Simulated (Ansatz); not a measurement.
Rock-salt TaC, relaxed in Ansatz (plane waves) with several semilocal functionals. Each gives its own volume and its own bulk modulus:

```json
[
 {"level": "PBEsol-D3(BJ)", "V0 (Å³/atom)": "10.724", "bulk modulus B0 (GPa)": "359.8", "ln V0": "2.3725", "ln B0": "5.8855"},
 {"level": "LDA", "V0 (Å³/atom)": "10.748", "bulk modulus B0 (GPa)": "358.9", "ln V0": "2.3747", "ln B0": "5.8830"},
 {"level": "PBE-D3(BJ)", "V0 (Å³/atom)": "10.974", "bulk modulus B0 (GPa)": "339.4", "ln V0": "2.3955", "ln B0": "5.8272"},
 {"level": "PBE", "V0 (Å³/atom)": "11.205", "bulk modulus B0 (GPa)": "324.2", "ln V0": "2.4164", "ln B0": "5.7814"},
 {"level": "rVV10", "V0 (Å³/atom)": "11.405", "bulk modulus B0 (GPa)": "311.2", "ln V0": "2.4341", "ln B0": "5.7404"},
 {"level": "BLYP", "V0 (Å³/atom)": "11.572", "bulk modulus B0 (GPa)": "297.1", "ln V0": "2.4486", "ln B0": "5.6941"}
]
```

### Question
Fit a straight line to ln B0 against ln V0. What does it predict for revPBE, whose volume is 11.312 Å³/atom?

### Answer
With x = ln V0 and y = ln B0: means 2.40697 and 5.80193; Σ(Δx Δy) = -0.01214, Σ(Δx²) = 0.004919, so the slope is -2.47. At x = 2.4259 the line gives y = 5.80193 + (-2.47) × (2.4259 − 2.40697) = 5.7552, or 315.8 GPa. The run with revPBE gives 315.5 GPa, -0.1 % from the line. The rows used scatter about it by up to 0.5 %, while the largest value lies 21 % above the smallest. For comparison, PBE's own equation of state has B′ = 4.2, the slope −d ln B/d ln V at a fixed functional; the two needn't agree, since functionals also differ at one volume.

Measured: 305 ± 5 GPa (measured, room temperature, not corrected to a static lattice, our sources range from 305 to 345; as tabulated in Speziale et al., equation of state of TaC (DESY record 425561)).

Ansatz's density-functional and Hartree–Fock values are scalar-relativistic unless marked +SOC, with PAW data made under PBE.

Ansatz is a quantum-chemistry and plane-wave program.
